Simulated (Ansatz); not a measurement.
## Ansatz run on Nb₂PC (P6_3/mmc, 8 atoms in the cell): self-consistent single point

Level of theory: LDA (PW92), default PAW files made with PBE (plane waves; Ansatz, a program for electronic structure).

The input file:

Ansatz 0.2 input:
```yaml
crystal:
  lattice:
    - [3.330281, 0.000000, 0.000000]
    - [-1.665140, 2.884107, 0.000000]
    - [0.000000, 0.000000, 11.620136]
  atoms:
    - { symbol: Nb, position: [0.333333, 0.666667, 0.400030] }
    - { symbol: Nb, position: [0.666667, 0.333333, 0.599970] }
    - { symbol: Nb, position: [0.666667, 0.333333, 0.900030] }
    - { symbol: Nb, position: [0.333333, 0.666667, 0.099970] }
    - { symbol: P, position: [0.666667, 0.333333, 0.250000] }
    - { symbol: P, position: [0.333333, 0.666667, 0.750000] }
    - { symbol: C, position: [0.000000, 0.000000, 0.500000] }
    - { symbol: C, position: [0.000000, 0.000000, 0.000000] }
basis:
  ecutwfc: 30.9 Ry
kpoints:
  mp_grid: { grid: [11, 11, 3] }
hamiltonian:
  xc: lda
  pseudopotentials: { kind: paw }
scf:
  occupations: { method: gaussian, width: 0.0073 Ry }
output:
  forces: true
  eigenvalues: true
  stress: true
```

Output, abridged:

```
WARN the atoms were moved onto the symmetric positions of the space group found under crystal.symmetry.tolerance 1.0e-5 (fractional …
WARN ansatz: RAYON_NUM_THREADS=1 ignored (pool sized by the plan → 1); use --threads N
Pseudopotentials: kind: paw
Pseudopotential: Nb, paw, valence charge 13
Pseudopotential: P, paw, valence charge 5
Pseudopotential: C, paw, valence charge 4
Crystal: 8 atoms, lattice volume = 111.610 Å³
Basis set: ecut = 420.4159175005146 eV, 2235 PW (Γ)
Bands: 43, of which v1, the nominal top of the filled ones, is band 35 counted from 1 (34 counted from 0)
Symmetry: 24 space group operations
Space group: P63/mmc (ITA 194), of the structure as read, at distance tolerance 4.8e-5 Å
k-points: 32 of 363
PAW frozen core: Nb, regenerated for the run's functional, and the local potential with it
PAW frozen core: P, regenerated for the run's functional, and the local potential with it
PAW frozen core: C, regenerated for the run's functional, and the local potential with it
Initial density: superposition of atomic densities (neutral atoms: chi_scale 0, normalization atom), corrected by the library's trained network
Initial wavefunctions: pseudopotential atomic-orbital guess
Eigensolver: davidson
Functional: x = slater, c = lda
SCF iter   1: F=—  HF=-19715.163305 eV  |F-HF|=—  |Δ(HF+E_count)|=         —  Δρ=7.25e-3  dr2=4.14e-2  ethr=1.77e-3  ⟨swp⟩=5.8  Hψ=5597  notcnv=0
all-band conjugate gradients solve this SCF's bands
preconditioner: auto → Kerker (q_TF=auto, 2.524 Å⁻¹)
SCF iter   2: F=—  HF=-19715.155817 eV  |F-HF|=—  |Δ(HF+E_count)|=   7.49e-3  Δρ=3.84e-3  dr2=1.00e-2  ethr=5.92e-5  ⟨swp⟩=1.4  Hψ=1673  notcnv=0
SCF iter   3: F=—  HF=-19715.154107 eV  |F-HF|=—  |Δ(HF+E_count)|=   1.71e-3  Δρ=6.65e-4  dr2=5.94e-4  ethr=1.43e-5  ⟨swp⟩=2.3  Hψ=1801  notcnv=0
SCF iter   4: F=—  HF=-19715.153995 eV  |F-HF|=—  |Δ(HF+E_count)|=   1.13e-4  Δρ=1.30e-4  dr2=4.43e-5  ethr=8.49e-7  ⟨swp⟩=2.0  Hψ=1666  notcnv=0
SCF iter   5: F=—  HF=-19715.153987 eV  |F-HF|=—  |Δ(HF+E_count)|=   7.87e-6  Δρ=3.46e-5  dr2=2.21e-6  ethr=6.33e-8  ⟨swp⟩=2.0  Hψ=1751  notcnv=0
SCF iter   6: F=—  HF=-19715.153986 eV  |F-HF|=—  |Δ(HF+E_count)|=   4.23e-7  Δρ=8.14e-6  dr2=1.11e-7  ethr=3.16e-9  ⟨swp⟩=2.0  Hψ=1822  notcnv=0
SCF iter   7: F=-19715.153986 eV  HF=-19715.153986 eV  |F-HF|=7.35e-10  |Δ(HF+E_count)|=   1.38e-8  Δρ=1.43e-6  dr2=2.33e-9  ethr=1.43e-10  ⟨swp⟩=8.5  Hψ=5241  notcnv=0
SCF 1 converged in 7 iterations: F = -19715.153986 eV  dr2 = 2.33e-9
SCF converged after 7 iterations
Free energy (F): -19715.153986 eV
Harris-Foulkes:  -19715.153986 eV  (|F-HF|=7.35e-10)
Internal energy: -19715.135704 eV  (E = F + TS)
E sigma→0 (E₀):  -19715.144845 eV
Entropy (-TS):   -0.018283 eV (-2.285 meV/atom)
Fermi energy:    16.153137 eV
--- Per-component energies (eV) ---
  E_band       = -271.005615
  E_kinetic    = 1896.736069
  E_local      = -3547.988794  (includes V_loc(G=0)·N_el)
  E_nonlocal   = 616.630017
  E_hartree    = 1164.846673
  E_xc         = -918.990684
  E_vxc        = -1095.502935  (∫ρ·V_xc dr)
  E_paw        = -13120.821023  (= ΣΔE_a)
  E_vpaw       = -470.573586  (= ΣTr[D̂ρ^β])
  E_aug_tail   = 0.000048  (compensation charges beyond the density's cutoff)
  E_ewald      = -5807.611154
  E_core_change = 2.063145  (= ΣΔE_core)
  E_smearing   = -0.018283  (= −TS)
  E_closure    = 0.000000  (closes the sum)
  Σ components = -19715.153986   (vs F -19715.153986, Δ=0.00e0)
--- Forces (eV/Å), atoms counted from 1 ---
  atom   1  Nb     0.00000000     0.00000000     0.42983670
  atom   2  Nb    -0.00000000    -0.00000000    -0.42983670
  atom   3  Nb     0.00000000    -0.00000000     0.42983670
  atom   4  Nb     0.00000000     0.00000000    -0.42983670
  atom   5  P     -0.00000000    -0.00000000     0.00000000
  atom   6  P      0.00000000     0.00000000     0.00000000
  atom   7  C      0.00000000     0.00000000    -0.00000000
  atom   8  C     -0.00000000     0.00000000     0.00000000
  max |Σ_I F_I| component: 6.48e-17 eV/Å
--- Stress (GPa, compression-positive) ---
      -14.062112       0.000000       0.000000
        0.000000     -14.062112       0.000000
        0.000000       0.000000     -13.445929
  P = ⅓ Tr σ = -13.8567 GPa (-138.567 kbar)
  The stress holds the Pulay correction. Without it, at fixed plane waves, as pw.x and ABINIT print it: P = -13.9830 GPa
--- Band table (eV; the first three rows and the last of 32) ---
  k-point 0: bands = ["-39.3217", "-39.3163", "-39.2299", "-39.2244", "-15.8482", "-15.7536", "-15.3196", "-15.2913", "-15.2913", "-15.2837", "-15.2837", "-15.2161", "-15.1978", "-15.1978", "-15.1900", "-15.1900", "3.0518", "3.9322", "4.3465", [...]
  k-point 1: bands = ["-39.3204", "-39.3177", "-39.2284", "-39.2257", "-15.8277", "-15.7810", "-15.2900", "-15.2895", "-15.2895", "-15.2857", "-15.2857", "-15.2389", "-15.1957", "-15.1957", "-15.1918", "-15.1918", "3.1789", "3.5377", "4.8511", [...]
  k-point 2: bands = ["-39.3171", "-39.3117", "-39.2286", "-39.2231", "-15.8373", "-15.7452", "-15.3731", "-15.3345", "-15.3040", "-15.2963", "-15.2746", "-15.2242", "-15.2165", "-15.2002", "-15.1996", "-15.1917", "3.2052", "4.0304", "4.4405", [...]
  k-point 31: bands = ["-39.2380", "-39.2357", "-39.2275", "-39.2252", "-15.7019", "-15.6933", "-15.6778", "-15.6616", "-15.6127", "-15.6016", "-15.3943", "-15.3865", "-15.3186", "-15.3107", "-15.2757", "-15.2634", "5.2394", "5.2708", "5.7892", [...]
```

The run converged in 7 iterations.

The starting cell comes from a database of computed structures (which also holds hypothetical and non-ambient phases and stackings), without a prior relaxation at this level. Its lattice was rescaled by up to half a per cent. Spin polarisation is off. With a pressure of about -14 GPa the cell is away from its equilibrium volume at this level. Ansatz's pressure includes its estimate of the finite-basis (Pulay) stress.
